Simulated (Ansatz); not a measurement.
We consider MgAlNO (model structure, started from the AlSiCN type, P3m1, No. 156, 4 atoms in the cell), described by G0W0@PBEsol (Ansatz, an electronic-structure program, hard PAW, contour deformation).

The cell is the one relaxed with PBEsol. Conventional cell: a = 3.1791 Å, b = 3.1791 Å, c = 5.0825 Å, α = 90.00°, β = 90.00°, γ = 120.00°.

The quasiparticle gap at Γ at a fixed k mesh 3×3×2:

```json
[
 {"response cutoff": "150 eV, 341 empty bands", "value (eV)": "5.081"},
 {"response cutoff": "200 eV, 525 empty bands", "value (eV)": "5.151"},
 {"response cutoff": "250 eV, 734 empty bands", "value (eV)": "5.183"},
 {"response cutoff": "300 eV, 964 empty bands", "value (eV)": "5.201"}
]
```

Q: Taking the value to converge with the response cutoff E as E^(−3/2), extrapolate from the last two rows.

A: With y = y∞ + c/w and weights w = 3953 and 5196 for the last two rows, y∞ = (w2 y2 − w1 y1)/(w2 − w1) = (5196 × 5.201 − 3953 × 5.183)/1243 = 5.258 eV, which lies 0.057 beyond the last row. Successive pairs of rows give 5.281, 5.263, 5.258. The limit also hangs on the law assumed, so its last digits aren't firm.

The other settings are not extrapolated, so this is the limit in one setting alone.

A model structure was made by putting elements into a prototype or built by hand; it is no filed structure, need not be a known phase, and can be a saddle point held by its symmetry.
